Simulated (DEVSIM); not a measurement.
Device: Co/SiO2/p-Ge capacitor, at 300 K.

Layer 1 from the left is SiO2, thickness (nm) 7.10. Layer 2 from the left is Ge, thickness (nm) 6300, Na (cm⁻³) 9e15.

Metal gate on the left, work function 5 eV. Fixed charge at the semiconductor interface 0 cm⁻² (in units of +e); interface traps 1.3e11 cm⁻² eV⁻¹, uniform in energy, neutral level at 0.5 of the gap above the valence band.

The device is made up for the run: typed textbook-type constants, with dimensions and the other settings drawn at random. Values at 300 K.

SiO2: gap (eV) 9, affinity (eV) 0.9, permittivity 3.9. Ge: gap (eV) 0.664, affinity (eV) 4, permittivity 16, Nc (cm⁻³) 1.04e19, Nv (cm⁻³) 6e18.

DEVSIM, 1D Poisson equation in equilibrium, Boltzmann statistics, complete ionisation; no quantum confinement or tunnelling. Metal contacts follow the ideal Schottky-Mott rule: no Fermi-level pinning, no interface dipoles.

Question: What does the simulation give for the flat-band voltage, the minimum of the low-frequency capacitance?

Answer: flat-band voltage 0.50 V; minimum of the low-frequency capacitance 0.0787 μF/cm².
